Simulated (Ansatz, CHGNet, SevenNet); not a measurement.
# C axis length of GeS (model structure, started from the litharge type, P4/nmm, No. 129, 4 atoms in the cell) at several levels of theory

No measured value is used here.

```csv
level (code),value (Å)
CHGNet 0.3.0,4.123
SevenNet-0,4.179
SevenNet-l3i5,5.241
LDA (Ansatz),3.880
PBE (Ansatz),4.330
PBEsol (Ansatz),3.957
PBE-D3(BJ) (Ansatz),3.976
```

SevenNet-l3i5: the cell has another shape than the first-principles one, perhaps another minimum in the same group. PBE-D3(BJ): a distance lies near a switch of the dispersion term, which can move the cell. Ansatz's density-functional and Hartree–Fock values are scalar-relativistic unless marked +SOC, with PAW data made under PBE.

Machine-learned potentials (CHGNet 0.3.0, SevenNet-0, SevenNet-l3i5) are trained on DFT data: a solid inside that data is no test of them.

A model structure was made by putting elements into a prototype or built by hand; it is no filed structure, need not be a known phase, and can be a saddle point held by its symmetry.

Ansatz is a first-principles code.
